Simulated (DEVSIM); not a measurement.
System: illuminated Si n-on-p cell, one wavelength, with a back-surface field, at 300 K.

```
layer (left to right)  material  thickness (μm)  Nd (cm⁻³)  Na (cm⁻³)  τn (s)  τp (s)  absorption coefficient (cm⁻¹)
---------------------  --------  --------------  ---------  ---------  ------  ------  -----------------------------
1                            Si           0.210       3e18          -  7.7e-5    2e-6                            260
2                            Si             200          -     5.9e16  8.5e-5  8.5e-5                            260
3                            Si            1.20          -     1.5e18  8.5e-5  8.5e-5                            260
```

Left contact: ohmic, minority hole recombination velocity 1e6 cm/s. Right contact: ohmic, minority electron recombination velocity 3e6 cm/s. Voltage is applied to the left contact. Recombination: SRH at mid-gap, radiative, Auger. Light enters at the left, 1.5e17 photons cm⁻² s⁻¹, one pass, no reflection. Mobility is μmin + (μ − μmin)/(1 + (N/Nref)^α).

This is a model device: material constants are rounded textbook-type values typed into the input, and sizes, dopings and lifetimes were drawn at random. Values at 300 K.

| parameter | Si |
|---|---|
| gap (eV) | 1.124 |
| affinity (eV) | 4.05 |
| permittivity | 11.7 |
| Nc (cm⁻³) | 2.86e19 |
| Nv (cm⁻³) | 3.1e19 |
| μn (cm²/Vs) | 1417 |
| μp (cm²/Vs) | 470 |
| μn,min | 52 |
| μp,min | 45 |
| Nref,n | 9.7e16 |
| Nref,p | 2.2e17 |
| αn | 0.68 |
| αp | 0.72 |
| B (cm³/s) | 4.7e-15 |
| Cn (cm⁶/s) | 2.8e-31 |
| Cp (cm⁶/s) | 9.9e-32 |

Simulated with DEVSIM: 1D drift-diffusion, Boltzmann statistics, complete ionisation; no tunnelling, impact ionisation, image-force lowering or self-heating.

Problem. Give the dark forward current.

Solution. 
(V (V), J (A/cm²)): (-0.10, -1.1e-10); (-0.20, -2.7e-9); (-0.25, -1.7e-8); (-0.35, -7.4e-7); (-0.40, -5.0e-6); (-0.50, -0.00024); (-0.55, -0.0017); (-0.65, -0.078); (-0.70, -0.51); (-0.80, -9.4); (-0.85, -24); (-0.95, -97); (-1.00, -160); (-1.10, -350); (-1.15, -470); (-1.25, -780); (-1.30, -950); (-1.40, -1400); (-1.45, -1600); (-1.55, -2100)
